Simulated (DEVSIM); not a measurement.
Device: Al/TiO2/n-In0.53Ga0.47As capacitor, at 300 K.

| layer (left to right) | material | thickness (nm) | Nd (cm⁻³) |
|---|---|---|---|
| 1 | TiO2 | 2.40 | - |
| 2 | In0.53Ga0.47As | 1900 | 4.4e15 |

Metal gate on the left, work function 4.1 eV. Fixed charge at the semiconductor interface -8e11 cm⁻² (in units of +e); no interface traps.

The device is made up for the run: typed textbook-type constants, with dimensions and the other settings drawn at random. Values at 300 K.

| parameter | TiO2 | In0.53Ga0.47As |
|---|---|---|
| gap (eV) | 3.2 | 0.74 |
| affinity (eV) | 3.9 | 4.51 |
| permittivity | 60 | 13.9 |
| Nc (cm⁻³) | - | 2.1e17 |
| Nv (cm⁻³) | - | 7.7e18 |

DEVSIM, 1D Poisson equation in equilibrium, Boltzmann statistics, complete ionisation; no quantum confinement or tunnelling. Metal contacts follow the ideal Schottky-Mott rule: no Fermi-level pinning, no interface dipoles.

Question: Tabulate band edges, carrier densities and field at -0.85 V on the gate.

Answer: Energies count from the Fermi level of the right contact; mesh points crowd at the junctions.

| x (μm) | Ec (eV) | Ev (eV) | n (cm⁻³) | p (cm⁻³) | field (V/cm) |
|---|---|---|---|---|---|
| 0.000 | 1.050 | -2.150 | < 1e2 | < 1e2 | 20000 |
| 0.0008000 | 1.052 | -2.148 | < 1e2 | < 1e2 | 20000 |
| 0.001600 | 1.053 | -2.147 | < 1e2 | < 1e2 | 20000 |
| 0.002400 | 0.445 | -0.295 | 7.1e9 | 8.5e13 | 17000 |
| 0.004040 | 0.442 | -0.298 | 8.0e9 | 7.5e13 | -19000 |
| 0.006752 | 0.437 | -0.303 | 9.7e9 | 6.2e13 | -19000 |
| 0.01209 | 0.427 | -0.313 | 1.4e10 | 4.2e13 | -19000 |
| 0.02831 | 0.397 | -0.343 | 4.5e10 | 1.3e13 | -18000 |
| 0.05453 | 0.353 | -0.387 | 2.5e11 | 2.4e12 | -16000 |
| 0.1026 | 0.282 | -0.458 | 3.9e12 | 1.6e11 | -13000 |
| 0.2008 | 0.178 | -0.562 | 2.1e14 | 2.8e9 | -7800 |
| 0.4992 | 0.101 | -0.639 | 4.2e15 | 1.4e8 | -220 |
| 0.9524 | 0.100 | -0.640 | 4.4e15 | 1.4e8 | ≈ 0 |
| 1.420 | 0.100 | -0.640 | 4.4e15 | 1.4e8 | ≈ 0 |
| 1.703 | 0.100 | -0.640 | 4.4e15 | 1.4e8 | ≈ 0 |
| 1.802 | 0.100 | -0.640 | 4.4e15 | 1.4e8 | ≈ 0 |
| 1.852 | 0.100 | -0.640 | 4.4e15 | 1.4e8 | ≈ 0 |
| 1.877 | 0.100 | -0.640 | 4.4e15 | 1.4e8 | ≈ 0 |
| 1.893 | 0.100 | -0.640 | 4.4e15 | 1.4e8 | ≈ 0 |
| 1.898 | 0.100 | -0.640 | 4.4e15 | 1.4e8 | ≈ 0 |
| 1.901 | 0.100 | -0.640 | 4.4e15 | 1.4e8 | ≈ 0 |
| 1.902 | 0.100 | -0.640 | 4.4e15 | 1.4e8 | ≈ 0 |
